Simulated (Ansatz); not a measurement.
Where the default PAW files enter, the runs use the earlier of Ansatz's two default sets.

Input:

```yaml
crystal:
  lattice:
    - [2.51783, 0.00000, 0.00000]
    - [0.00000, 2.51783, 0.00000]
    - [1.25892, -1.25892, 1.78038]
  atoms:
    - { symbol: C, position: [0.50000, 0.50000, 0.00000] }
    - { symbol: C, position: [0.25000, 0.25000, 0.50000] }
```

Space group of this cell: Fd-3m, diamond. The cell is taken as given; by LDA its mean pressure is -11.1 GPa.

Transport runs along the normal of the first two printed cell vectors, the (001) plane of the conventional cell.

The gap is the functional's own. No spin-orbit coupling. Mid-gap values are interpolated on the energy grid.

Q: Compute, with Ansatz (a program for electronic structure) with LDA, the band gap and the smallest decay constant κ at mid-gap.

A: Gap 4.12 eV on a 16×16×16 mesh; κ = 0.303 1/Å, at the zone centre.
